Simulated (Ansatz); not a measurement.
Cell and atoms of amorphous Si₃₄N₃₆:

```
CELL_PARAMETERS angstrom
      9.45195     0.00000     0.00000
      0.00000     9.45195     0.00000
      0.00000     0.00000     9.45195
ATOMIC_POSITIONS crystal
  Si 0.93940 0.35771 0.71154
  Si 0.57273 0.69452 0.84678
  Si 0.30728 0.55018 0.56742
  Si 0.22858 0.20819 0.74405
  Si 0.47551 0.16246 0.93314
  Si 0.36323 0.91112 0.79145
  Si 0.20587 0.95306 0.02535
  Si 0.83395 0.34931 0.02260
  Si 0.89502 0.64662 0.14634
  Si 0.98010 0.59868 0.62783
  Si 0.95135 0.82618 0.86054
  Si 0.77582 0.32169 0.42526
  Si 0.16815 0.43538 0.10533
  Si 0.69611 0.53525 0.23424
  Si 0.62188 0.31913 0.77572
  Si 0.32523 0.41584 0.84551
  Si 0.45800 0.84673 0.49246
  Si 0.20750 0.65855 0.85059
  Si 0.57214 0.24921 0.22617
  Si 0.55204 0.76489 0.09509
  Si 0.97401 0.36525 0.29947
  Si 0.40476 0.96174 0.17088
  Si 0.06575 0.17889 0.15794
  Si 0.99788 0.90617 0.30692
  Si 0.40940 0.53326 0.29922
  Si 0.60723 0.54554 0.56220
  Si 0.75959 0.90908 0.08919
  Si 0.24921 0.01287 0.49084
  Si 0.74048 0.01641 0.42005
  Si 0.09473 0.57897 0.35462
  Si 0.92544 0.07715 0.57418
  Si 0.94625 0.09167 0.88044
  Si 0.39998 0.32536 0.50682
  Si 0.65801 0.97843 0.71801
  N  0.06374 0.99134 0.47187
  N  0.04087 0.18535 0.74357
  N  0.79419 0.36349 0.84064
  N  0.06142 0.95924 0.91164
  N  0.69126 0.36958 0.14086
  N  0.44880 0.35242 0.32711
  N  0.37010 0.94520 0.35816
  N  0.04216 0.69327 0.78002
  N  0.92334 0.19266 0.02990
  N  0.20905 0.26369 0.09132
  N  0.09678 0.99934 0.18372
  N  0.33641 0.57445 0.74329
  N  0.28122 0.80847 0.91709
  N  0.00798 0.72003 0.27564
  N  0.67056 0.18015 0.36492
  N  0.44893 0.64221 0.47400
  N  0.53520 0.61400 0.20083
  N  0.86868 0.76235 0.00986
  N  0.55192 0.37208 0.61236
  N  0.96757 0.46637 0.11185
  N  0.32654 0.89375 0.61380
  N  0.23830 0.54475 0.24403
  N  0.62102 0.92808 0.53637
  N  0.60360 0.13637 0.79493
  N  0.48459 0.34590 0.90264
  N  0.54115 0.87242 0.81030
  N  0.70615 0.49568 0.41663
  N  0.14336 0.60795 0.52447
  N  0.29109 0.18311 0.56363
  N  0.65850 0.62477 0.71102
  N  0.81566 0.92693 0.27833
  N  0.21909 0.51366 0.95641
  N  0.86141 0.25887 0.57438
  N  0.84863 0.97012 0.75233
  N  0.31951 0.08051 0.86018
  N  0.50113 0.11997 0.11295
```

Methods: PBE, scalar-relativistic without spin-orbit coupling (Ansatz, an electronic-structure program); HSE06, scalar-relativistic without spin-orbit coupling (Ansatz). Neutral PBE cell, which sets geometry, pressure and energy: sampling: a 2×2×2 Γ-centred mesh; Fermi-Dirac width 0.02 eV; no spin polarisation. The usual formal charges leave 28 electrons over, so the level spacing at the Fermi energy parts defect or band states and needn't be the band gap. Exact exchange is cut at the faces of this 9 Å cell, which leaves hybrid gaps a finite-size error.

A CHGNet melt-quench gave the starting glass, which DFT then relaxed. N atoms were pushed apart under 1.9 Å during the dynamics, to hinder bonds among them. It is the lowest in DFT energy of 2 quenches. It is a model cell: composition and starting density were chosen by hand, and all elements were melted together. No dispersion term was used. Its density started from a set value of 3.00 and ended at 2.87 g/cm³. Cooling (nominally 300 K/ps over its main leg) ran many orders faster than in experiment, which tends to leave more defects and strain. A cell of this size samples the disorder only roughly. The volume was free in the relaxation, at fixed shape.

Give the pressure, the energy against reference phases and the spacing of the highest filled and lowest empty levels.


```json
{
  "Pressure on a 2×2×2 Γ-centred mesh": "-0.07 GPa",
  "Largest force and stress component on that mesh (the relaxation ran on the zone centre alone)": "0.24 eV/Å and 2.8 GPa",
  "Energy relative to beta Si3N4 + silicon (lowest mix at this level among the phases computed, not always the ambient ones)": "398 meV/atom",
  "Level spacing at the Fermi energy on a 2×2×2 Γ-centred mesh (PBE)": "0.99 eV",
  "Level spacing at the Fermi energy at the zone centre (PBE)": "1.25 eV",
  "Level spacing at the Fermi energy at the zone centre (HSE06)": "1.99 eV",
  "Distance between the nearest levels spread over more than a fifth of the atoms or a third of the atoms of their main element (six at least) (PBE, zone centre)": "2.25 eV"
}
```

At PBE and the zone centre, how localised are the states just below and above the Fermi level (participation number: the atoms over which a state spreads)?

The highest filled state is spread over 9.1 atoms' worth, largest on Si27, with weights by element (charge in smoothed Voronoi cells) Si 0.66, N 0.34. The lowest empty state is spread over 16.2 atoms' worth, largest on Si20, with weights by element (charge in smoothed Voronoi cells) Si 0.65, N 0.35.

At PBE the levels at the filled edge of the gap are localised (band-tail or defect states), and the nearest spread-out levels lie 2.3 eV apart at the zone centre.

Cut-offs for bonds: Si-Si 2.60 Å, Si-N 2.34 Å, N-N 1.70 Å. Two cations that share two anions don't count as bonded, nor two that share one unless they lie closer than Si-Si 2.38 Å.

Added carriers, by PBE, scalar-relativistic without spin-orbit coupling run with Ansatz on the zone centre alone. Charged cells keep the cell fixed and stand in a uniform background, with no image correction, at a width of 0.01 eV; where the count is odd the moment is locked at 1 μB, unless the neutral cell bore moments. Each starts from the undistorted neutral geometry alone. PBE's self-interaction favours spread-out carriers, so it can miss traps that a hybrid finds.

What happens at PBE when the cell takes an extra electron and the atoms relax?

Relaxation lowers the charged cell by 0.23 eV. The largest moves are Si20 0.16 Å, N64 0.15 Å, Si2 0.13 Å, N41 0.08 Å. The level that holds the added charge spreads over 10.6 atoms' worth, most on Si20 (weight 0.25): a partly localised carrier. Bonds broken: Si2-Si20. Made neutral again at that geometry, the cell lies +0.34 eV from the neutral start.

What happens at PBE when the cell takes a hole and the atoms relax?

Relaxation lowers the charged cell by 0.38 eV. The largest moves are Si27 0.27 Å, N68 0.24 Å, Si31 0.21 Å, Si20 0.18 Å. The level that was emptied spreads over 6.4 atoms' worth, most on Si27 (weight 0.37): a partly localised carrier. Bonds broken: Si31-N68. Made neutral again at that geometry, the cell lies +0.42 eV from the neutral start (a closed shell was imposed there, with levels 0.46 eV apart, so this is an upper bound).

A PBE run started with 1 μB on atoms that lack a bond or may hold spare charge lost its moments; other starts weren't tried.
